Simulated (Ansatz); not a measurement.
Functionals compared on the (21-32) surface of hcp Lu in its 1x1 cell, outermost plane spacing 0.35 Å in the ideal cut (one of several cuts of this face), in Ansatz (plane waves, PAW). The structure was relaxed with PBE; the other rows are single points on it, each with its references at the same level. Cutoff 420 eV (500 eV for r2SCAN).

Slab: 20 atoms, 9.9 Å thick at the start (thin: gaps and levels are the slab's own); k 6x5x1, smearing 0.1 eV, dipole-corrected; all atoms relaxed; held to the start's symmetry, so lower structures may exist; no spin, no spin-orbit, no U. These notes are the PBE run's.

| functional | surface energy (J/m²) | work function of the top face (eV) | rough cost of the single point |
|---|---|---|---|
| PBE | 1.22 | 3.08 | – |
| LDA | 1.38 | 3.26 | roughly 22 core-minutes |
| PBEsol | 1.34 | 3.13 | roughly 24 core-minutes |
| RPBE | 1.13 | 2.98 | around 26 core-minutes (rough) |
| r2SCAN | [?] | [?] | about 50 core-minutes (a rough figure) |

**Question.** Complete the blanks.

**Answer.** 
- r2SCAN, surface energy (J/m²): 1.34
- r2SCAN, work function of the top face (eV): 3.12

Ansatz is a program for electronic structure.
